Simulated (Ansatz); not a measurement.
# TiB2: response to strain

Start from TiB$_{2}$ (space group P6/mmm, No. 191).

```
CELL_PARAMETERS angstrom
      3.01738     0.00000     0.00000
     -1.50869     2.61313     0.00000
      0.00000     0.00000     3.18507
ATOMIC_POSITIONS crystal
  Ti 0.00000 0.00000 0.00000
  B  0.33333 0.66667 0.50000
  B  0.66667 0.33333 0.50000
```

Cartesian axes are those of the cell as printed.

Strains are applied to the cell and any free atomic positions relax; under biaxial strain the out-of-plane vector relaxes too; under stress the whole cell relaxes.

All numbers come from plane-wave PAW DFT at the PBEsol level (Ansatz, a first-principles code, 420 eV), without spin-orbit coupling.

Notes on the quantities. energy relative to the base: free energy F.

```json
[
 {"change": "base", "energy relative to the base": "0 meV/atom", "volume per atom": "8.37 Å³", "space group": "P6/mmm (No. 191)"},
 {"change": "biaxial strain +0.93 %, plane normal [001], relaxed out of plane", "energy relative to the base": "–", "volume per atom": "8.49 Å³", "space group": "P6/mmm (No. 191)"},
 {"change": "uniaxial strain ε_yy = +3.88 %", "energy relative to the base": "+25 meV/atom", "volume per atom": "8.70 Å³", "space group": "Cmmm (No. 65)"},
 {"change": "uniaxial stress, 2 GPa tension along x", "energy relative to the base": "+0.2 meV/atom", "volume per atom": "8.39 Å³", "space group": "Cmmm (No. 65)"},
 {"change": "tensor shear ε_yz = −3.75 %", "energy relative to the base": "+41 meV/atom", "volume per atom": "8.36 Å³", "space group": "C2/m (No. 12)"},
 {"change": "uniaxial stress, 2 GPa tension along z", "energy relative to the base": "+0.2 meV/atom", "volume per atom": "8.40 Å³", "space group": "P6/mmm (No. 191)"}
]
```

A case with no gap was solved on a k-mesh chosen for an insulator, which is coarse for it. Without a gap, meshes like the base's 13×13×10 leave anisotropic stresses uncertain by several tenths of a GPa, and small strain energies with them. Stability under load was not tested beyond the relaxation. All final runs are without spin polarisation.
